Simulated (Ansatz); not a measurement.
The parent structure is Cu in the fcc (Cu type) structure (space group Fm-3m, No. 225; a = 3.5184 Å; relaxed with 0.1 eV smearing). Axes: x, y, z lie along the cube axes.

The values are results of Ansatz (a quantum-chemistry and plane-wave program), LDA, PAW, cutoff 420 eV, no SOC, not measurements.

For the base:

- Volume per atom: 10.89 Å³

One thing is altered: compressive biaxial strain of 0.42 % in the plane normal to [111], as in epitaxy on a mismatched substrate; the out-of-plane cell vector and the atoms relax.

Estimate the effect on the volume per atom, energy relative to the base and in-plane stress.

The volume per atom decreases by 0.06 Å³ (10.89 Å³ → 10.83 Å³); the energy grows by 0.4 meV/atom; the mean in-plane stress (compression positive) comes out as +1.5 GPa.

Stability against distortions was not tested. The final runs are not spin-polarised.
